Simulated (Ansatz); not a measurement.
Data:

```
Ca
1.0
    0.00000     2.81852     2.81852
    2.81852     0.00000     2.81852
    2.81852     2.81852     0.00000
Ca
1
Cartesian
  0.00000   0.00000   0.00000
```

No spin polarisation.

All numbers come from PBE (Ansatz, a quantum-chemistry and plane-wave program; PAW; 420 eV plane waves; no spin-orbit coupling). Settings: 21×21×21 k-points, 0.1 eV Fermi–Dirac smearing.

Predict the space group, band gap and pressure.


```json
{
 "space_group": "Fm-3m (No. 225)",
 "band_gap": "zero",
 "pressure": "-0.9 GPa"
}
```

The cells carry an imposed strain or load. Whether these cells are dynamically stable was not tested. The cell was made from Ca in the fcc (Cu type) structure (space group Fm-3m, No. 225) by this change: isotropic strain +2.00 %.
